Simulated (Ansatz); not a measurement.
**Pressure series in hypothetical simple cubic Ir**

The reference is Ir in the simple cubic structure (space group Pm-3m, No. 221; a = 2.5405 Å; a hypothetical phase, not in the database extracts checked).

Cell and atoms are relaxed at each pressure.

Calculations: PBEsol (Ansatz, an electronic-structure program; PAW; 420 eV plane waves; without spin-orbit coupling).

Two rows of this table had their results exchanged by mistake.

```json
[
 {"pressure": "pressure −2 GPa", "volume per atom (Å³)": "16.52", "shortest distance (Å)": "2.547", "band gap": "zero"},
 {"pressure": "pressure −1 GPa", "volume per atom (Å³)": "16.46", "shortest distance (Å)": "2.544", "band gap": "zero"},
 {"pressure": "pressure 0.3 GPa", "volume per atom (Å³)": "16.38", "shortest distance (Å)": "2.540", "band gap": "zero"},
 {"pressure": "pressure 0.7 GPa", "volume per atom (Å³)": "15.98", "shortest distance (Å)": "2.519", "band gap": "zero"},
 {"pressure": "pressure 1.5 GPa", "volume per atom (Å³)": "16.31", "shortest distance (Å)": "2.536", "band gap": "zero"},
 {"pressure": "pressure 3 GPa", "volume per atom (Å³)": "16.23", "shortest distance (Å)": "2.532", "band gap": "zero"},
 {"pressure": "pressure 5 GPa", "volume per atom (Å³)": "16.12", "shortest distance (Å)": "2.526", "band gap": "zero"},
 {"pressure": "pressure 7.5 GPa", "volume per atom (Å³)": "16.36", "shortest distance (Å)": "2.538", "band gap": "zero"},
 {"pressure": "pressure 10 GPa", "volume per atom (Å³)": "15.86", "shortest distance (Å)": "2.512", "band gap": "zero"}
]
```

Question: Which two?

Answer: The rows for pressure 0.7 GPa and pressure 7.5 GPa: the volume has to fall steadily with pressure, so 16.36 Å³ belongs to pressure 0.7 GPa and 15.98 Å³ to pressure 7.5 GPa.

Load acts through the strain it causes; cell and atoms are relaxed under it. Whether these cells are dynamically stable was not tested. No other phases were tried under pressure. The final runs are not spin-polarised. Ir has a high density of states at the Fermi level and may be magnetic at this level.
